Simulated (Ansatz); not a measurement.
Consider the formation energy of Ru_Mo in Mo (bcc, Im-3m). Reaction: Ru (hcp) + 63 Mo (bcc) → cell A.

Cell A: a supercell of 64 sites of Mo (bcc, Im-3m) with Ru on a Mo site (8 Mo at 2.76 Å); spin state with PBE: run without spin, k-point mesh 4×4×4.
```yaml
crystal:
  lattice:
    - [10.95032, 0.00000, 0.00000]
    - [-3.65011, 10.32406, 0.00000]
    - [-3.65011, -5.16203, 8.94090]
  atoms:
    - { symbol: Mo, position: [0.00000, 0.00000, 0.00000] }
    - { symbol: Mo, position: [0.00007, 0.00007, 0.25001] }
    - { symbol: Mo, position: [0.00000, 0.00000, 0.50000] }
    - { symbol: Mo, position: [0.99993, 0.99993, 0.74999] }
    - { symbol: Mo, position: [0.00007, 0.25001, 0.00007] }
    - { symbol: Mo, position: [0.00034, 0.25017, 0.25017] }
    - { symbol: Mo, position: [0.00007, 0.25006, 0.50000] }
    - { symbol: Mo, position: [0.00000, 0.25000, 0.75000] }
    - { symbol: Mo, position: [0.00000, 0.50000, 0.00000] }
    - { symbol: Mo, position: [0.00007, 0.50000, 0.25006] }
    - { symbol: Mo, position: [0.00000, 0.50000, 0.50000] }
    - { symbol: Mo, position: [0.99993, 0.50000, 0.74994] }
    - { symbol: Mo, position: [0.99993, 0.74999, 0.99993] }
    - { symbol: Mo, position: [0.00000, 0.75000, 0.25000] }
    - { symbol: Mo, position: [0.99993, 0.74994, 0.50000] }
    - { symbol: Mo, position: [0.99966, 0.74983, 0.74983] }
    - { symbol: Mo, position: [0.25001, 0.00007, 0.00007] }
    - { symbol: Mo, position: [0.25017, 0.00034, 0.25017] }
    - { symbol: Mo, position: [0.25006, 0.00007, 0.50000] }
    - { symbol: Mo, position: [0.25000, 0.00000, 0.75000] }
    - { symbol: Mo, position: [0.25017, 0.25017, 0.00034] }
    - { symbol: Mo, position: [0.24838, 0.24838, 0.24838] }
    - { symbol: Mo, position: [0.25207, 0.25207, 0.50000] }
    - { symbol: Mo, position: [0.25006, 0.25006, 0.74999] }
    - { symbol: Mo, position: [0.25006, 0.50000, 0.00007] }
    - { symbol: Mo, position: [0.25207, 0.50000, 0.25207] }
    - { symbol: Mo, position: [0.24838, 0.50000, 0.50000] }
    - { symbol: Mo, position: [0.25017, 0.50000, 0.74983] }
    - { symbol: Mo, position: [0.25000, 0.75000, 0.00000] }
    - { symbol: Mo, position: [0.25006, 0.74999, 0.25006] }
    - { symbol: Mo, position: [0.25017, 0.74983, 0.50000] }
    - { symbol: Mo, position: [0.25001, 0.74994, 0.74994] }
    - { symbol: Mo, position: [0.50000, 0.00000, 0.00000] }
    - { symbol: Mo, position: [0.50000, 0.00007, 0.25006] }
    - { symbol: Mo, position: [0.50000, 0.00000, 0.50000] }
    - { symbol: Mo, position: [0.50000, 0.99993, 0.74994] }
    - { symbol: Mo, position: [0.50000, 0.25006, 0.00007] }
    - { symbol: Mo, position: [0.50000, 0.25207, 0.25207] }
    - { symbol: Mo, position: [0.50000, 0.24838, 0.50000] }
    - { symbol: Mo, position: [0.50000, 0.25017, 0.74983] }
    - { symbol: Mo, position: [0.50000, 0.50000, 0.00000] }
    - { symbol: Mo, position: [0.50000, 0.50000, 0.24838] }
    - { symbol: Ru, position: [0.50000, 0.50000, 0.50000] }
    - { symbol: Mo, position: [0.50000, 0.50000, 0.75162] }
    - { symbol: Mo, position: [0.50000, 0.74994, 0.99993] }
    - { symbol: Mo, position: [0.50000, 0.74983, 0.25017] }
    - { symbol: Mo, position: [0.50000, 0.75162, 0.50000] }
    - { symbol: Mo, position: [0.50000, 0.74793, 0.74793] }
    - { symbol: Mo, position: [0.74999, 0.99993, 0.99993] }
    - { symbol: Mo, position: [0.75000, 0.00000, 0.25000] }
    - { symbol: Mo, position: [0.74994, 0.99993, 0.50000] }
    - { symbol: Mo, position: [0.74983, 0.99966, 0.74983] }
    - { symbol: Mo, position: [0.75000, 0.25000, 0.00000] }
    - { symbol: Mo, position: [0.74999, 0.25006, 0.25006] }
    - { symbol: Mo, position: [0.74983, 0.25017, 0.50000] }
    - { symbol: Mo, position: [0.74994, 0.25001, 0.74994] }
    - { symbol: Mo, position: [0.74994, 0.50000, 0.99993] }
    - { symbol: Mo, position: [0.74983, 0.50000, 0.25017] }
    - { symbol: Mo, position: [0.75162, 0.50000, 0.50000] }
    - { symbol: Mo, position: [0.74793, 0.50000, 0.74793] }
    - { symbol: Mo, position: [0.74983, 0.74983, 0.99966] }
    - { symbol: Mo, position: [0.74994, 0.74994, 0.25001] }
    - { symbol: Mo, position: [0.74793, 0.74793, 0.50000] }
    - { symbol: Mo, position: [0.75162, 0.75162, 0.75162] }
```

Reference: Ru (hcp, P6₃/mmc), 2 atoms in the cell; spin state with PBE: run without spin, k-point mesh 30×30×14 on the run's own vectors. Conventional cell: a = b = 2.722 Å, c = 4.294 Å, α = β = 90.00°, γ = 120.00°.

Reference: Mo (bcc, Im-3m), 64 atoms in the cell, the relaxed perfect crystal repeated, atoms not moved again; spin state with PBE: run without spin, k-point mesh 4×4×4 on the run's own vectors.

Plane-wave PAW calculations with Ansatz (a program for electronic structure), its default PAW set, cutoff 500 eV. The structures are at rest with PBE, within the held lattices; other levels are single points on them. Neutral cells; Fermi-Dirac smearing of at most 0.10 eV in the solids, energies taken to zero width. The lattices are those relaxed with PBE, so at other levels the solids can be strained. Larger cells are relaxed from a start prepared with the learned potential CHGNet, on a coarser mesh till forces fall under 0.03 eV/Å, which some starts already meet. A dispersion term (D3(BJ), or D4 for r2SCAN) was computed beside these levels and is taken off wherever the name lacks it. Static lattices, no vibrational contributions. Cells are local rest points, mostly with their start's symmetry. No correction for cell size. Mesh and cell size may move defect energies by 0.1 eV or more. Cell A has symmetry Im-3m within 0.02 Å and got no random move, so less symmetric positions, which may lie lower, weren't tried.

What value does r2SCAN give?

0.61 eV, for Ru (hcp) + 63 Mo (bcc) → cell A.
